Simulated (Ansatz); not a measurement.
Pair distribution function (O-Ti) of TiO2 (rutile type), cell Ti32O64, with the crystal as the starting point [in the run: it stayed crystalline; mean temperature 1953 K (target 1950 K); density 3.88 g/cm³, volume +10 % from the start crystal's; mean pressure 1.2 GPa against a target of 0; Γ point only, which a denser mesh shifts by 0.0 GPa in pressure and 0.02 eV/Å in forces], from MD at 1953 K. Calculation: PBE (plane waves, PAW; Ansatz, a quantum-chemistry and plane-wave program). Volume per atom 11.40 Å³, mean pressure 1.2 GPa. 

```
r (Å) | g(r)
     1.14 |  0.00
     1.18 |  0.00
     1.22 |  0.00
     1.26 |  0.00
     1.30 |  0.00
     1.34 |  0.00
     1.38 |  0.00
     1.42 |  0.00
     1.46 |  0.00
     1.50 |  0.00
     1.54 |  0.01
     1.58 |  0.06
     1.62 | ## 0.25
     1.66 | #### 0.60
     1.70 | ######### 1.38
     1.74 | ############### 2.26
     1.78 | ##################### 3.16
     1.82 | ########################## 3.86
     1.86 | ########################### 4.04
     1.90 | ############################## 4.43
     1.94 | ############################ 4.09
     1.98 | ########################### 4.03
     2.02 | ######################## 3.48
     2.06 | ##################### 3.12
     2.10 | ################# 2.57
     2.14 | ############### 2.24
     2.18 | ############## 2.00
     2.22 | ########### 1.64
     2.26 | ########## 1.44
     2.30 | ######## 1.18
     2.34 | ###### 0.92
     2.38 | ##### 0.75
     2.42 | #### 0.58
     2.46 | ### 0.49
     2.50 | ## 0.35
     2.54 | ## 0.31
     2.58 | ## 0.23
     2.62 | # 0.19
     2.66 | # 0.15
     2.70 | # 0.14
     2.74 | # 0.09
     2.78 | # 0.08
     2.82 | # 0.09
     2.86 | # 0.08
     2.90 | # 0.07
     2.94 | # 0.12
     2.98 | # 0.13
     3.02 | # 0.16
     3.06 | # 0.19
     3.10 | # 0.21
     3.14 | ## 0.30
     3.18 | ## 0.30
     3.22 | ### 0.43
     3.26 | ### 0.51
     3.30 | #### 0.61
     3.34 | ##### 0.73
     3.38 | ##### 0.80
     3.42 | ###### 0.88
     3.46 | ####### 1.07
     3.50 | ######## 1.13
     3.54 | ######## 1.21
     3.58 | ######## 1.23
     3.62 | ######### 1.28
     3.66 | ######### 1.34
     3.70 | ######### 1.34
     3.74 | ######### 1.32
     3.78 | ######### 1.34
     3.82 | ######### 1.33
     3.86 | ######## 1.25
     3.90 | ######### 1.26
     3.94 | ######## 1.21
     3.98 | ######## 1.20
     4.02 | ######## 1.23
     4.06 | ######## 1.21
     4.10 | ######## 1.17
     4.14 | ######## 1.19
     4.18 | ######## 1.20
     4.22 | ######## 1.22
     4.26 | ######## 1.23
     4.30 | ######## 1.25
     4.34 | ######### 1.33
     4.38 | ######### 1.34
     4.42 | ######### 1.35
     4.46 | ########## 1.41
     4.50 | ########## 1.43
     4.54 | ########## 1.51
     4.58 | ########## 1.52
     4.62 | ########## 1.47
     4.66 | ########## 1.49
     4.70 | ########## 1.48
```

From the above, determine where the first shell ends and the number of neighbours in it.

first minimum near 2.9 Å (g down to about 0.07); 3.0 Ti round each O and 6.0 O round each Ti in the shell, from n = 4πρ∫r²g(r)dr.
